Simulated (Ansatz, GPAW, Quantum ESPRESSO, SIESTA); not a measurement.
# Code comparison for Mg₆NbCu (P1, 8 atoms in the cell)

Self-consistent single point, at a second geometry (atoms moved at random). First geometry:

```xyz
8
Lattice="4.8366 0.0000 0.0000 0.0000 3.0263 5.4043 0.0000 -3.0263 5.4043" Properties=species:S:1:pos:R:3 pbc="T T T"
Mg     0.0000     1.4602     6.3286
Mg     0.0000    -1.4602     6.3286
Mg     0.0000     0.0000     3.5735
Mg     2.4183     1.5580     4.5246
Mg     2.4183    -1.5580     4.5246
Mg     2.4183     0.0000     1.8036
Nb     2.4183     0.0000     7.3277
Cu     0.0000     0.0000     8.8230
```

Second geometry:
```xyz
8
Lattice="4.8366 0.0000 0.0000 0.0000 3.0263 5.4043 0.0000 -3.0263 5.4043" Properties=species:S:1:pos:R:3 pbc="T T T"
Mg     0.0369     1.4863     6.3220
Mg     0.0103    -1.4423     6.3964
Mg    -0.0409     0.0108     3.5523
Mg     2.4621     1.5328     4.5435
Mg     2.4861    -1.5254     4.4699
Mg     2.4001    -0.0444     1.7800
Nb     2.3646    -0.0148     7.3190
Cu    -0.0460    -0.0031     8.8510
```

Shared settings, as Ansatz (a program for electronic structure) writes them: kpoints.mp_grid.grid = 3 3 3; scf.occupations.method = fermi_dirac; scf.occupations.width = 0.05 eV. Potentials and cutoffs stand in the table.

| code | model | ΔF from the first geometry (meV/atom) | pressure (GPa) | largest force (eV/Å) | cutoff |
|---|---|---|---|---|---|
| GPAW | LDA (Perdew-Wang 92), GPAW PAW datasets LDA (gpaw-data 1.0.1) | 9.2 | -3.51 | 0.507 | 800 eV |
| SIESTA | LDA PW92, numerical atomic orbitals TZP, PseudoDojo LDA standard norm-conserving potentials (rewritten from UPF to PSML) | 12.1 | -2.73 | 0.640 | grid 350 Ry |
| Ansatz | LDA (PW92), PAW files made with PBE | 9.2 | -3.46 | 0.508 | 420 eV |
| Quantum ESPRESSO | LDA (PW92), PseudoDojo standard norm-conserving (LDA) pseudopotentials | 9.3 | -3.43 | 0.509 | 95 Ry |

Size of the force on each atom (eV/Å): Sizes of forces hide their directions.

| code | Mg1 | Mg2 | Mg3 | Mg4 | Mg5 | Mg6 | Nb7 | Cu8 |
|---|---|---|---|---|---|---|---|---|
| GPAW | 0.362 | 0.223 | 0.330 | 0.286 | 0.507 | 0.211 | 0.415 | 0.362 |
| SIESTA | 0.351 | 0.351 | 0.462 | 0.398 | 0.640 | 0.294 | 0.446 | 0.241 |
| Ansatz | 0.359 | 0.222 | 0.330 | 0.287 | 0.508 | 0.212 | 0.418 | 0.365 |
| Quantum ESPRESSO | 0.356 | 0.222 | 0.331 | 0.290 | 0.509 | 0.212 | 0.425 | 0.375 |

On Ansatz's run: spin polarisation is off.

The spread over the programs that give each value: ΔF from the first geometry within 2.9 meV/atom; pressure within 0.78 GPa; largest force within 0.133 eV/Å.

SIESTA uses small atom-centred bases, whose incompleteness enters pressures, forces and empty levels differently from a plane-wave cutoff. Ansatz's pressure is given at a fixed set of plane waves, as the other plane-wave codes print theirs. In the force vectors, SIESTA (by 0.196) lies more than 0.08 eV/Å from the median of the plane-wave programs.

The shared mesh is coarse (it stands for a supercell whose shortest vector is 15 Å), so the values are not converged in it.

The starting cell comes from a database of computed structures (which also holds hypothetical and non-ambient phases and stackings), without a prior relaxation at this level. For this run, on top of that: atoms moved at random.

Left out of this page: CP2K (unsound by tests on forces, stress, charge or solver warnings).

Keys are those of Ansatz 0.2.
